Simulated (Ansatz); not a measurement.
Take YN in the rock salt structure (space group Fm-3m, No. 225) as the base.

```
CELL_PARAMETERS angstrom
      0.00000     2.45292     2.45292
      2.45292     0.00000     2.45292
      2.45292     2.45292     0.00000
ATOMIC_POSITIONS crystal
  Y  0.50000 0.50000 0.50000
  N  0.00000 0.00000 0.00000
```

All numbers come from Kohn–Sham DFT with the PBE functional, run in Ansatz (a first-principles code) with PAW and 420 eV plane waves, no SOC.

Before the change:

```
Item                                   Result
----------------------------  ---------------
Gap between the host's bands          0.21 eV
Gap character                 indirect, Γ → X
```

It is then changed as follows: electron doping at 1.5×10^21 cm⁻³ (0.0443 per cell), with a uniform compensating background at fixed cell and a 300 K Fermi–Dirac width.

Question: How does this affect the Fermi level from band edge?

Answer: The Fermi level relative to the doped band's edge (positive inside the band; to 0.05 eV) amounts to +0.60 eV.

Question: How does this affect the gap between the host's bands?

Answer: The gap between the host's bands is still 0.21 eV.

Question: Estimate the effect on the gap character.

Answer: The gap character stays indirect, Γ → X.

Carriers are added with a uniform compensating background; total energy and stress of such cells depend on the potential's zero and are not compared; many-body gap narrowing is missing at this level. Whether these cells are dynamically stable was not tested. The base started in Pnma and relaxed to Fm-3m at this level. A zero or small gap of YN can be the functional's error rather than a property of the material.
